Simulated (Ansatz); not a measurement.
Al on the C site (Al_C) in 4H silicon carbide: one set of geometries, relaxed with PBE, evaluated in Ansatz (PAW, plane waves to 420 eV, 500 eV under r2SCAN) with PBE, r2SCAN.

Cell and caveats: 96-site cell; 2×2×2 shifted k-points; start: the C(k) site; charged states image-corrected; not converged in cell size; flagged in the runs: a host whose relaxation on this sampling wasn't shown to rest, a strain field that reaches the edge of the cell.

| quantity | PBE | r2SCAN |
|---|---|---|
| host gap (eV) | 2.23 | 2.59 |
| ε(+1/0) above the VBM (eV) | 0.81 | 0.96 |
| ε(0/−1) above the VBM (eV) | 1.35 | 1.50 |
| largest moment on one atom at charge +1 (μB) | 0.18 | 0.19 |
| neutral formation energy against fcc Al, graphite (eV) | 7.23 | 7.62 |
| largest moment on one atom at charge 0 (μB) | 0.08 | 0.08 |

PBE narrows the gap by 0.36 eV against r2SCAN, the highest level run, and puts the levels 0.15 eV lower above the valence-band maximum on average.

Ansatz is a quantum-chemistry and plane-wave program.
